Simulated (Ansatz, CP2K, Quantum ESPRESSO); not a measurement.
**One structure in several programs: BaCd2 (P1, 6 atoms in the cell)**

Self-consistent single point, at a second geometry (atoms moved at random). First geometry:

```
CELL_PARAMETERS angstrom
     -2.60045     4.11620     4.25148
      2.60045    -4.11620     4.25148
      2.60045     4.11620    -4.25148
ATOMIC_POSITIONS crystal
  Ba 0.70133 0.45133 0.25000
  Ba 0.29867 0.54867 0.75000
  Cd 0.72653 0.16407 0.56246
  Cd 0.27347 0.83593 0.43754
  Cd 0.10161 0.16407 0.93754
  Cd 0.89839 0.83593 0.06246
```

Second geometry:
```
CELL_PARAMETERS angstrom
     -2.60045     4.11620     4.25148
      2.60045    -4.11620     4.25148
      2.60045     4.11620    -4.25148
ATOMIC_POSITIONS crystal
  Ba 0.70055 0.43972 0.23585
  Ba 0.30052 0.56211 0.76397
  Cd 0.72255 0.17200 0.57049
  Cd 0.27293 0.82568 0.42125
  Cd 0.10301 0.15868 0.94297
  Cd 0.90043 0.84180 0.06548
```

Shared settings, as Ansatz (a first-principles code) writes them: kpoints.mp_grid.grid = 4 4 4; scf.occupations.method = fermi_dirac; scf.occupations.width = 0.0073 Ry. Potentials and cutoffs stand in the table.

```tsv
code	model	ΔF from the first geometry (meV/atom)	pressure (GPa)	largest force (eV/Å)	cutoff
CP2K	PBEsol, GPW, DZVP-MOLOPT-SR-GTH basis, GTH-PBE potentials (GTH_POTENTIALS)	6.8	0.82	0.328	grid 500 Ry
Quantum ESPRESSO	PBEsol, GBRV 1.5 ultrasoft (PBESOL) pseudopotentials	6.5	-0.15	0.304	40 Ry
Ansatz	PBEsol, PAW files made with PBE	6.4	-0.05	0.298	30.9 Ry
```

Size of the force on each atom (eV/Å): Sizes of forces hide their directions.

```json
[
 {"code": "CP2K", "Ba1": "0.225", "Ba2": "0.243", "Cd3": "0.237", "Cd4": "0.328", "Cd5": "0.254", "Cd6": "0.170"},
 {"code": "Quantum ESPRESSO", "Ba1": "0.201", "Ba2": "0.219", "Cd3": "0.225", "Cd4": "0.304", "Cd5": "0.242", "Cd6": "0.163"},
 {"code": "Ansatz", "Ba1": "0.196", "Ba2": "0.214", "Cd3": "0.222", "Cd4": "0.298", "Cd5": "0.239", "Cd6": "0.160"}
]
```

The spread over the programs that give each value: ΔF from the first geometry within 0.4 meV/atom; pressure within 0.97 GPa; largest force within 0.030 eV/Å.

CP2K uses small atom-centred bases, whose incompleteness enters pressures, forces and empty levels differently from a plane-wave cutoff. Ansatz's pressure is given at a fixed set of plane waves, as the other plane-wave codes print theirs.

The starting cell comes from a database of computed structures (which also holds hypothetical and non-ambient phases and stackings), without a prior relaxation at this level. Its lattice was rescaled by a random factor within 2.5 % of one. For this run, on top of that: atoms moved at random.

Keys are those of Ansatz 0.2.
